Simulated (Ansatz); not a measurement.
Response to strain in CaO

Take CaO in the rock salt structure (space group Fm-3m, No. 225; a = 4.767 Å) as the base. Axes: x, y, z lie along the cube axes.

Strains are applied to the cell and any free atomic positions relax; under biaxial strain the out-of-plane vector relaxes too.

The values are results of PBEsol (Ansatz, a first-principles code, PAW, no SOC), not measurements.

Candidates:
(a) biaxial strain −1.50 %, plane normal [001], relaxed out of plane
(b) biaxial strain −3.00 %, plane normal [001], relaxed out of plane
(c) biaxial strain −2.50 %, plane normal [001], relaxed out of plane
(d) biaxial strain −0.50 %, plane normal [001], relaxed out of plane
(e) biaxial strain −2.00 %, plane normal [001], relaxed out of plane

### Question
Order them by out-of-plane strain, lowest first.

### Answer
(d) biaxial strain −0.50 %, plane normal [001], relaxed out of plane (+0.26 %), (a) biaxial strain −1.50 %, plane normal [001], relaxed out of plane (+0.80 %), (e) biaxial strain −2.00 %, plane normal [001], relaxed out of plane (+1.08 %), (c) biaxial strain −2.50 %, plane normal [001], relaxed out of plane (+1.37 %), (b) biaxial strain −3.00 %, plane normal [001], relaxed out of plane (+1.67 %)

Whether these cells are dynamically stable was not tested.
